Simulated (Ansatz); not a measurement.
## ZrSe2: isotropic strain −2.11 %

Take ZrSe$_{2}$ in the CdI2 type structure (space group P-3m1, No. 164; a = 3.6600 Å, c = 5.8409 Å; layered, stacked along the Cartesian z axis; relaxed with 0.1 eV smearing) as the base.

One thing is altered: the cell is scaled by 0.9789 in all directions; the atoms relax in the strained cell.

Method: PBEsol-D3(BJ) (Ansatz, a quantum-chemistry and plane-wave program, PAW, no SOC), earlier PAW set. Γ-centred 18×18×10 mesh, Fermi–Dirac width 0.1 eV.

The volume per atom drops by 1.40 Å³ (22.59 Å³ → 21.19 Å³) and the space group remains P-3m1 (No. 164). The shortest interatomic distance drops by 0.022 Å to 2.634 Å and the energy rises by 15 meV/atom. The pressure (mean of the normal stresses, compression positive) goes from zero to 3.6 GPa and the band gap is still zero. The largest internal atomic displacement amounts to 0.055 Å.

Final structure:

```
ZrSe2
1.0
    3.58275     0.00000     0.00000
   -1.79137     3.10275     0.00000
    0.00000     0.00000     5.71767
Zr Se
1 2
Cartesian
  0.00000   0.00000   0.00000
  0.00000   2.06850   1.62998
  1.79137   1.03425   4.08769
```

Whether these cells are dynamically stable was not tested. All final runs are without spin polarisation. A zero or small gap of ZrSe2 can be the functional's error rather than a property of the material.
